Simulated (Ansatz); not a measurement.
By PBEsol, the system below comes out a metal.

Without scattering a metal conducts by its projected Fermi surface.

Here is the system:

```xyz
2
Lattice="3.1592 0.0000 0.0000 0.0000 4.4678 0.0000 1.5796 2.2339 1.5796" Properties=species:S:1:pos:R:3 pbc="T T T"
Ta     0.0000     0.0000     0.0000
C      0.0000     2.2339     0.0000
```

The cell is taken as given; by PBEsol it stands under a pressure of -6.2 GPa.

The current flows along the normal of the first two printed cell vectors, the (110) plane of the conventional cell. No spin-orbit coupling; the value is a mean over 0.1 eV about the Fermi level.

Give the ballistic conductance per area that PBEsol (Ansatz, an electronic-structure program) yields.

1.0 × 10¹⁵ S/m² for both spins.
